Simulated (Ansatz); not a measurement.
System: BeS (model structure, started from the MnP type, Pnma, No. 62, 8 atoms in the cell). Method: PBEsol (PAW; Ansatz, an electronic-structure program).

Run with plane-wave cutoff 500 eV, 8×14×8 k mesh (along the axes of the cell as run), Fermi–Dirac smearing 0.05 eV, scalar-relativistic PAW data made under PBE.

Cell (relaxed at this level):

```xyz
8
Lattice="5.9330 0.0000 0.0000 0.0000 3.4737 0.0000 0.0000 0.0000 5.9564" Properties=species:S:1:pos:R:3 pbc="T T T"
Be     3.8231     0.8684     3.5416
Be     0.8566     0.8684     5.3929
Be     2.1099     2.6053     2.4148
Be     5.0764     2.6053     0.5634
S      4.6492     0.8684    -0.5114
S      1.6827     0.8684     3.4896
S      1.2838     2.6053     6.4678
S      4.2503     2.6053     2.4668
```

Problem. What does this level give for the band gap?

Solution. 
- band gap = 3.65 eV (on the SCF k mesh)

Note: the relaxation could raise the start's symmetry but not lower it, so the cell can be a saddle point.

The computed numbers hold no vibrational or temperature effects.

It cost roughly 4 core-minutes of CPU time.

A model structure was made by putting elements into a prototype or built by hand; it is no filed structure, need not be a known phase, and can be a saddle point held by its symmetry.
